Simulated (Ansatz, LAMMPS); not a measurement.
Si well of 9 atomic layers along [001] in random Si0.8Ge0.2, interfaces graded over 4 layers. Cell 16.58 × 16.58 × 49.56 Å, Si546Ge102, 648 atoms. Prepared with Tersoff's 1989 multicomponent potential (SiCGe.tersoff) in LAMMPS: minimisation. 

Basis: localised support functions (accuracy medium) on a full density matrix. k-points: zone centre alone; occupations: Fermi-Dirac, 0.010 eV; spin polarisation not allowed. Spin-orbit coupling is left out.

Q: Give the gap and bonding at the level PBE, support functions at accuracy medium on the grid of 370 eV in Ansatz (an electronic-structure program).

A: 
- Kohn-Sham gap of the cell on its k-mesh: 0.49 eV
- weight of the highest filled level on the well: 0.22
- weight of the lowest empty level on the well: 0.73
- coordination (neighbours within 2.849 Å): 100.0 % 4-fold
- Ge-Ge bonds, mean ± spread: 2.465 ± 0.006 Å
- Ge-Si bonds, mean ± spread: 2.421 ± 0.007 Å
- Si-Si bonds, mean ± spread: 2.377 ± 0.006 Å
- bond angles, mean ± spread: 109.5° ± 0.9°
- pressure: -0.55 GPa
